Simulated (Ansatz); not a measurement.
## Pressure series in hypothetical I4_132 Ge

The parent structure is Ge (space group I4_132, No. 214; a = 6.8013 Å; a hypothetical phase, not in the database extracts checked).

Cell and atoms are relaxed at each pressure.

The values are results of Ansatz (an electronic-structure program), PBEsol, PAW, cutoff 420 eV, without spin-orbit coupling, not measurements.

```tsv
pressure (GPa)	volume per atom (Å³/atom)
-2	43.314
-1	41.020
0	39.326
0.3	38.872
0.7	38.327
1.5	?
5	34.262
7.5	32.690
10	31.377
```

Q: Fit the third-order Birch–Murnaghan form P(V) = (3B₀/2)[(V₀/V)^(7/3) − (V₀/V)^(5/3)]·[1 + (3/4)(B₀′ − 4)((V₀/V)^(2/3) − 1)] (squares taken in P) to the rows shown and predict the withheld row.

A: Least squares on the printed values gives V₀ = 39.334 Å³/atom, B₀ = 26.2 GPa, B₀′ = 4.6; this predicts 37.383 Å³/atom, and the run gives 37.345 Å³/atom, 0.038 lower.

Load acts through the strain it causes; cell and atoms are relaxed under it. No phonon test of stability was made. Competing high-pressure phases were not computed.
